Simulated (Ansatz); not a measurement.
The starting structures come from a database of crystals and need not be the phases stable at ambient conditions.

Evanescent states of Ba3ZnN2O (P4/mmm, not sure to be the ambient phase, 7 atoms a cell, 22.9 Å³ an atom, -2 GPa at this level) along the normal of (110)

Computed with r2SCAN (plane waves, PAW; Ansatz, a program for electronic structure).

No gap correction and no spin-orbit coupling; mid-gap values are interpolated between computed energies.

Energies count from the valence-band top; κ is the least over a 6×4 mesh across the current.

```json
[
 {"E (eV)": "0.03", "κ (1/Å)": "0.050", "where": "off Γ"},
 {"E (eV)": "0.09", "κ (1/Å)": "0.085", "where": "off Γ"},
 {"E (eV)": "0.15", "κ (1/Å)": "0.107", "where": "off Γ"},
 {"E (eV)": "0.21", "κ (1/Å)": "0.125", "where": "off Γ"},
 {"E (eV)": "0.27", "κ (1/Å)": "0.140", "where": "off Γ"},
 {"E (eV)": "0.33", "κ (1/Å)": "0.152", "where": "off Γ"},
 {"E (eV)": "0.39", "κ (1/Å)": "0.163", "where": "off Γ"},
 {"E (eV)": "0.45", "κ (1/Å)": "0.173", "where": "off Γ"},
 {"E (eV)": "0.51", "κ (1/Å)": "0.181", "where": "off Γ"},
 {"E (eV)": "0.57", "κ (1/Å)": "0.189", "where": "off Γ"},
 {"E (eV)": "0.63", "κ (1/Å)": "0.143", "where": "off Γ"},
 {"E (eV)": "0.69", "κ (1/Å)": "0.088", "where": "off Γ"}
]
```

Problem. How thick must the barrier be to attenuate the transmission by 10^6 when the electrodes' Fermi level lies at 0.15 eV, and what attenuation does that film give at 0.21 eV?

Solution. d = 6 ln 10 / (2 × 0.107) = 64.6 Å. At 0.21 eV it gives 6 × 0.125/0.107 = 7.0 decades.
